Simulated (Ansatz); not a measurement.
Base system: SnTe in the rock salt structure (space group Fm-3m, No. 225).

```
SnTe
1.0
    0.00000     3.20463     3.20463
    3.20463     0.00000     3.20463
    3.20463     3.20463     0.00000
Sn Te
1 1
Direct
  0.00000   0.00000   0.00000
  0.50000   0.50000   0.50000
```

Cartesian axes are those of the cell as printed.

All numbers come from Kohn–Sham DFT with the PBE functional, run in Ansatz (a program for electronic structure) with PAW and 420 eV plane waves, scalar-relativistic without spin-orbit coupling.

Now apply this change: an isotropic linear strain of −1.50 %, atoms relaxed at fixed cell.

Q: Predict the stress tensor and what it implies for the stiffness.

A: Stress of the strained cell less that of the base (GPa, compression positive):
```
   2.03    0.00    0.00
   0.00    2.03    0.00
   0.00    0.00    2.03
```

Then B = −ΔP/(ΔV/V₀) with ΔV/V₀ = -0.0443 gives secant stiffness values (nonlinear terms included at this strain): B ≈ 46 GPa.

As a check, the harmonic strain energy −½ V₀ Δσ:ε is 9.4 meV/atom; the computed energy rise is 8.9 meV/atom.

Whether these cells are dynamically stable was not tested.
